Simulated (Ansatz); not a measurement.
The parent structure is CaO in the rock salt structure (space group Fm-3m, No. 225).

```xyz
2
Lattice="0.0000 2.4154 2.4154 2.4154 0.0000 2.4154 2.4154 2.4154 0.0000" Properties=species:S:1:pos:R:3 pbc="T T T"
Ca     0.0000     0.0000     0.0000
O      2.4154     2.4154     2.4154
```

All numbers come from PBE (Ansatz, a program for electronic structure), no spin-orbit coupling.

Carriers are added at fixed cell with a uniform background; the Fermi–Dirac width is that of 300 K.

One change was made to it. Results:

```csv
quantity,base,after
Fermi level relative to the doped band's edge (positive inside the band; to 0.05 eV),–,+0.20 eV
gap character,"indirect, Γ → X","indirect, Γ → X"
```

Q: Which of these changes matches the shifts?
A. electrons 1.0×10^22 cm⁻³
B. electrons 3.0×10^21 cm⁻³
C. holes 3.0×10^21 cm⁻³

A: C, holes 3.0×10^21 cm⁻³. For comparison, the Fermi level from band edge in the other runs: electrons 1.0×10^22 cm⁻³ gives +1.10 eV; electrons 3.0×10^21 cm⁻³ gives +0.55 eV.

Carriers are added with a uniform compensating background; total energy and stress of such cells depend on the potential's zero and are not compared; many-body gap narrowing is missing at this level. Stability against distortions was not tested.
